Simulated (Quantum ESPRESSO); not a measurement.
How a calculation on YC2 (I4/mmm, 3 atoms in the cell) responds to its settings

```yaml
crystal:
  lattice:
    - [-1.83685, 1.83685, 3.09306]
    - [1.83685, -1.83685, 3.09306]
    - [1.83685, 1.83685, -3.09306]
  atoms:
    - { symbol: Y, position: [0.00000, 0.00000, 0.00000] }
    - { symbol: C, position: [0.60469, 0.60469, 0.00000] }
    - { symbol: C, position: [0.39531, 0.39531, 0.00000] }
```

Base run A: PBEsol, PSlibrary ultrasoft (PBE) pseudopotentials in Quantum ESPRESSO 7.5, self-consistent single point.

Its settings: ecutwfc = 45 Ry; ecutrho = 360 Ry; occupations = smearing; smearing = cold; degauss = 0.0036749 Ry; input_dft = pbesol; potentials = {Y: Y.pbe-spn-rrkjus_psl.1.0.0.UPF, C: C.pbe-n-rrkjus_psl.1.0.0.UPF}; K_POINTS = automatic 10 10 10 0 0 0; conv_thr = 1e-09 Ry; mixing_beta = 0.3.

The starting cell comes from a database of computed structures (which also holds hypothetical and non-ambient phases and stackings), without a prior relaxation at this level. In the base run, with a pressure of about -3 GPa the cell is away from its equilibrium volume at this level.

ΔF is the free energy per atom less that of run A. 

```csv
run,mixing_ndim,ΔF (meV/atom),pressure (GPa),largest force (eV/Å),iterations
A,default,0.00,-3.14,0.297,14
B,2,0.00,-3.14,0.297,15
C,4,0.00,-3.14,0.297,13
D,6,0.00,-3.15,0.297,11
E,12,0.00,-3.14,0.297,13
F,16,0.00,-3.14,0.297,13
G,20,0.00,-3.14,0.297,13
```

Runs B, C, D, E, F, G gave the same state as A (within 1 meV/atom). The fewest iterations to that state were 11 (D); the most were 15.
